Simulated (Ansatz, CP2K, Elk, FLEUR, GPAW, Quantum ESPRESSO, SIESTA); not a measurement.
Code comparison for I (Cmce, 4 atoms in the cell)

Self-consistent single point.

```
CELL_PARAMETERS angstrom
      2.39500    -3.63500     0.00000
      2.39500     3.63500     0.00000
      0.00000     0.00000     9.79000
ATOMIC_POSITIONS crystal
  I  0.84600 0.84600 0.88300
  I  0.65400 0.65400 0.38300
  I  0.34600 0.34600 0.61700
  I  0.15400 0.15400 0.11700
```

All programs got the same cell, k-point mesh and kind of occupations (in Ansatz's words: kpoints.mp_grid.grid = 3 3 2; scf.occupations.method = fermi_dirac; scf.occupations.width = 0.02 eV); potentials, basis and cutoffs are each program's usual ones.

```
code                                                                                                                                model  pressure (GPa)  largest force (eV/Å)  gap on the mesh (eV)  k-points           cutoff
----------------  -----------------------------------------------------------------------------------------------------------------------  --------------  --------------------  --------------------  --------  ---------------
Ansatz                                                                                                             PBE, default PAW files            1.01                 0.489                 1.269         8          default
Quantum ESPRESSO                                                          PBE, PseudoDojo standard norm-conserving (PBE) pseudopotentials            0.90                 0.451                 1.245         8            70 Ry
SIESTA            GGA PBE, numerical atomic orbitals DZP, PseudoDojo PBE standard norm-conserving potentials (rewritten from UPF to PSML)            0.93                 1.017                 1.115        11      grid 400 Ry
GPAW                                                                                         PBE, GPAW PAW datasets PBE (gpaw-data 1.0.1)            1.23                 0.604                 1.255         8           600 eV
FLEUR                                                                        PBE, all-electron FLAPW (FLEUR), scalar-relativistic valence               –                 0.506                 1.269         8  Kmax 4.2 1/bohr
Elk                                        PBE, all-electron FP-LAPW, Elk's shipped species files, APW+lo basis with extra local orbitals               –                     –                 1.276         8       rgkmax 7.5
CP2K                                                              PBE, GPW, DZVP-MOLOPT-SR-GTH basis, GTH-PBE potentials (GTH_POTENTIALS)            1.93                 0.893                 1.150        10      grid 400 Ry
```

A dash marks a value that a program does not give, or that is left out as unsure.

Gaps are read on the mesh. Another mesh or the band path gives a smaller gap, so these values are not converged in the mesh.

The spread over the programs that give each value: pressure within 1.03 GPa; largest force within 0.566 eV/Å; gap on the mesh within 0.161 eV.

The starting cell has typed, rounded lattice constants, without a prior relaxation at this level. On Ansatz's run: Spin-orbit coupling is off. Another mesh or the band path of this cell gives a smaller gap, so this value is not converged in the mesh.

Task: Why do the programs differ, and what cannot be compared?

Result: Differences of this kind can come from the potentials, where these differ, and from what each basis and cutoff leave unconverged. The valence holds different numbers of electrons (Ansatz (a quantum-chemistry and plane-wave program) 68, Quantum ESPRESSO 28, SIESTA 28, GPAW 28, FLEUR 68, CP2K 28). The zero of total energies and Fermi levels follows the potentials and each program's conventions, so they are not compared here. SIESTA and CP2K use small atom-centred bases, whose incompleteness enters pressures, forces and empty levels differently from a plane-wave cutoff. FLEUR and Elk treat all electrons, but the usual bases taken here (sphere radii, linearisation, local orbitals, empty states) were not tested for convergence, so the values are no reference for the others. Ansatz's pressure is given at a fixed set of plane waves, as the other plane-wave codes print theirs. The programs reduce the same mesh by symmetry to different extents, which changes the work and not the result. In the gap, SIESTA (by 0.140) lies more than 0.12 eV from the median of the plane-wave programs. In the force vectors, SIESTA (by 0.530), GPAW (by 0.116) and CP2K (by 0.406) lie more than 0.08 eV/Å from the median of the plane-wave programs.

Left out of this page: ABINIT (with a known weakness of the program).

Keys are those of Ansatz 0.2.
